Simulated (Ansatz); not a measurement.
The reference is NiSi₂ (space group Fm-3m, No. 225; a = 5.386 Å; not spin-polarised; relaxed with 0.1 eV smearing). Axes: x, y, z lie along the cube axes.

All numbers come from plane-wave PAW DFT at the r2SCAN level (Ansatz, a first-principles code, 500 eV), no SOC.

Before the change:

The pressure is 0.0 GPa.

Perturbation: biaxial strain +1.15 %, plane normal [111], relaxed out of plane (Cartesian); in-plane vectors clamped, the third vector and the atoms free.

Question: How does this affect the energy relative to the base, ratio −ε⊥/ε∥ and pressure?

Answer: The energy rises by 3.3 meV/atom; the ratio −ε⊥/ε∥ comes out as 0.67; the pressure (mean of the normal stresses, compression positive) goes from zero to -2.3 GPa.

Stability against distortions was not tested. Starting moments died away, wholly or in part, for the base; another magnetic solution may exist. All final runs are without spin polarisation.
